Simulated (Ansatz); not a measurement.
Rock-salt TbN was calculated with PBEsol (PAW; Ansatz, a program for electronic structure).

Run with plane-wave cutoff 520 eV, 20×20×20 k mesh, Fermi–Dirac smearing 0.05 eV, spin-polarised with parallel moments, scalar-relativistic PAW data made under PBE.

Cell (relaxed at this level):

```
CELL_PARAMETERS angstrom
      0.00000     2.40862     2.40862
      2.40862     0.00000     2.40862
      2.40862     2.40862     0.00000
ATOMIC_POSITIONS crystal
  Tb 0.00000 0.00000 0.00000
  N  0.50000 0.50000 0.50000
```
Starting moments (μB, in the order of the record's atoms Tb N): 6.0 0.0.

Task: Predict the bulk modulus B0 and pressure derivative B′ of the bulk modulus.

Result: 
bulk modulus B0: 163 GPa
pressure derivative B′ of the bulk modulus: 4.5

The run finds no gap.

Note: the magnetic order was assumed, not searched for or taken from measurement; the 4f shell is treated without U or exact exchange, so its levels and filling can be wrong; the volume lies 7 % below that of the published cell.

Spin–orbit coupling is not included; it can open a gap where bands touch, and shift volumes and moduli.

Static lattice: no zero-point or thermal effects.

Cost on a shared machine: around 18 core-minutes (rough).
